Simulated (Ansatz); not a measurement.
A self-consistent single point of YSn3 (P4mm, 4 atoms in the cell) with Ansatz (a first-principles code).

Computed with LDA (PW92), default PAW files made with PBE (plane waves; Ansatz).

```xyz
4
Lattice="4.7144 0.0000 0.0000 0.0000 4.7144 0.0000 0.0000 0.0000 4.7144" Properties=species:S:1:pos:R:3 pbc="T T T"
Y      0.0000     0.0000     0.0500
Sn     2.3572     2.3572     0.0000
Sn     0.0000     2.3572     2.3572
Sn     2.3572     0.0000     2.3572
```

Reference input (self-consistent single point, DFT, LDA (PW92), plane waves, default PAW files made with PBE): basis.ecutwfc = 420 eV; kpoints.mp_grid.grid = 7 7 7; hamiltonian.xc = lda; hamiltonian.pseudopotentials = {kind: paw} (the program's default PAW files); scf.occupations.method = fermi_dirac; scf.occupations.width = 0.1 eV. This run's input differs from it in these lines:

Ansatz 0.2 input:
```diff
@@ -13,3 +13,3 @@
 kpoints:
-  mp_grid: { grid: [7, 7, 7] }
+  mp_grid: { grid: [14, 14, 14] }
 hamiltonian:
@@ -18,3 +18,3 @@
 scf:
-  occupations: { method: fermi_dirac, width: 0.1 eV }
+  occupations: { method: fermi_dirac, width: 0.05 eV }
 output:
```

The program printed (abridged):

```
SCF iter   1: F=—  HF=-21386.106257 eV  |F-HF|=—  |Δ(HF+E_count)|=         —  Δρ=7.43e-3  dr2=3.60e-2  ethr=1.77e-3  ⟨swp⟩=6.2  Hψ=38551  notcnv=0
all-band conjugate gradients solve this SCF's bands
preconditioner: auto → Kerker (q_TF=auto, 2.435 Å⁻¹)
SCF iter   2: F=—  HF=-21386.097976 eV  |F-HF|=—  |Δ(HF+E_count)|=   8.28e-3  Δρ=3.72e-3  dr2=1.13e-2  ethr=6.79e-5  ⟨swp⟩=2.6  Hψ=17773  notcnv=0  defer=4
SCF iter   3: F=—  HF=-21386.094714 eV  |F-HF|=—  |Δ(HF+E_count)|=   3.26e-3  Δρ=5.75e-4  dr2=4.90e-4  ethr=2.13e-5  ⟨swp⟩=2.1  Hψ=10937  notcnv=0  defer=4
SCF iter   4: F=—  HF=-21386.094585 eV  |F-HF|=—  |Δ(HF+E_count)|=   1.29e-4  Δρ=1.83e-4  dr2=5.00e-5  ethr=9.25e-7  ⟨swp⟩=2.0  Hψ=11187  notcnv=0  defer=4
SCF iter   5: F=—  HF=-21386.094569 eV  |F-HF|=—  |Δ(HF+E_count)|=   1.66e-5  Δρ=2.92e-5  dr2=9.13e-7  ethr=9.44e-8  ⟨swp⟩=3.0  Hψ=17510  notcnv=0  defer=9
SCF iter   6: F=-21386.094569 eV  HF=-21386.094569 eV  |F-HF|=2.15e-8  |Δ(HF+E_count)|=   3.19e-8  Δρ=6.06e-6  dr2=6.27e-8  ethr=1.89e-10  ⟨swp⟩=7.1  Hψ=38028  notcnv=0
SCF 1 converged in 6 iterations: F = -21386.094569 eV  dr2 = 6.27e-8
Free energy (F): -21386.094569 eV
Internal energy: -21386.073931 eV  (E = F + TS)
E sigma→0 (E₀):  -21386.084250 eV
Entropy (-TS):   -0.020637 eV (-5.159 meV/atom)
Fermi energy:    11.536389 eV
--- Forces (eV/Å), atoms counted from 1 ---
  atom   1  Y      0.00000000     0.00000000    -0.17544482
  atom   2  Sn    -0.00000000     0.00000000    -0.02758388
  atom   3  Sn     0.00000000     0.00000000     0.10151757
  atom   4  Sn     0.00000000     0.00000000     0.10151757
--- Stress (GPa, compression-positive) ---
       -4.302766       0.000000       0.000000
        0.000000      -4.302766       0.000000
        0.000000       0.000000      -4.300429
  P = ⅓ Tr σ = -4.3020 GPa (-43.020 kbar)
  The stress holds the Pulay correction. Without it, at fixed plane waves, as pw.x and ABINIT print it: P = -4.3242 GPa
```

The run converged in 6 iterations. Against the reference run the free energy rises by 15.3 meV/atom, the pressure moves little (-4.25 to -4.30 GPa) and the largest force moves little (0.179 to 0.175 eV/Å).

The starting cell comes from a database of computed structures (which also holds hypothetical and non-ambient phases and stackings), without a prior relaxation at this level. Its lattice was rescaled by up to half a per cent. One atom was moved a little off its site on purpose. With a pressure of about -4 GPa the cell is away from its equilibrium volume at this level. Ansatz's pressure includes its estimate of the finite-basis (Pulay) stress.

Cost on one core of a shared machine: roughly 30 s.
